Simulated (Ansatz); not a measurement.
Start from Ga$_{2}$O$_{3}$ in the corundum structure (space group R-3c, No. 167; a = 5.058 Å, c = 13.623 Å (hexagonal axes)).

Structures relaxed with PBE/PAW in Ansatz (an electronic-structure program), no SOC.

Base:

Simulated powder pattern, Cu Kα1, λ = 1.54056 Å (kinematic, ideal powder, no thermal factors, no anomalous dispersion; the 14 strongest lines at most, above 2 %, up to 2θ = 90°):

```
2θ (°)  I/Imax (%)       hkl
------  ----------  --------
24.14           25     (012)
33.30          100     (104)
35.47           82     (110)
40.81           12     (113)
49.44           40     (024)
54.25           43     (116)
58.07         10.0     (018)
62.31           36     (214)
63.68           31     (300)
72.62           13  (1 0 10)
75.06          9.7     (220)
83.50          7.2  (0 2 10)
84.63           12     (134)
88.42          9.4     (226)
```

After one change:

Simulated powder pattern, Cu Kα1, λ = 1.54056 Å (kinematic, ideal powder, no thermal factors, no anomalous dispersion; the 14 strongest lines at most, above 2 %, up to 2θ = 90°):

```
2θ (°)  I/Imax (%)
------  ----------
23.95           25
33.04          100
35.20           82
40.49           12
49.04           40
53.81           44
57.59           10
61.79           37
63.15           32
71.99           13
74.41          9.8
82.74          7.2
83.85           12
87.59          9.4
```

Problem. Name the change that was made.
(A) isotropic strain +1.50 %
(B) isotropic strain +0.75 %
(C) isotropic strain +2.25 %
(D) isotropic strain +3.00 %

Solution. B, isotropic strain +0.75 %. Its volume per atom is 10.29 Å³ against 10.06 Å³, and its space group is R-3c (No. 167).

Stability against distortions was not tested.
